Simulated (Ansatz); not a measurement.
Adsorption energy and surface dipole of Cl on the 1x1 (100) surface of cubic SrTiO3 (a phase of room or higher temperature, not the 0 K ground state) (cut with top plane 2 O + Ti), one in a 1x1 cell, started at the site 'top Ti', worked from the runs' numbers; total energies count from the potentials' own zero.

Host crystal: cubic SrTiO3, with a band gap (PBE, scalar-relativistic without spin-orbit coupling).

The numbers are results of PBE (plane waves to 420 eV, PAW; Ansatz, a first-principles code), not measurements.

Model: 14-atom slab, 7.8 Å thick at the start under the adsorbate (thin: gaps and levels are the slab's own), 6x6x1 mesh, Fermi-Dirac 0.01 eV, dipole correction, 5 atoms held, the rest relaxed; start symmetry kept, larger cells not searched; spin-polarised, ending with about 0.8 μB a cell, a value that depends on the mesh; orders that need a larger cell were not tried, no spin-orbit, no U, no dispersion correction. The slab shows no gap over 0.04 eV on its mesh. At the end it is bonded to Ti. In PBE it is, or lies within 0.03 eV of, the lowest of the starts that converged.

| quantity | value |
|---|---|
| slab with the adsorbate | -20225.126 eV |
| clean slab, same cell and mesh | -19145.818 eV |
| reference, ½ Cl2(g) | -1079.444 eV |
| area of the cell | 15.50 Å² |
| change of the step from the bottom to the top vacuum level | 2.515 eV |

### Question
What is the adsorption energy against this reference?

### Answer
E(slab + adsorbate) − E(slab) − E(reference) = 0.14 eV, so in this state the adsorbate is less stable than in the reference, at a coverage of 6.45 a nm².

### Question
What dipole does adsorption add to the slab along the outward normal (Helmholtz relation, ε₀ = 0.005526 e/(V·Å))?

### Answer
p = −ε₀·A·ΔV = -0.215 e·Å = -1.03 D; its negative end points to the vacuum, which raises the vacuum level.
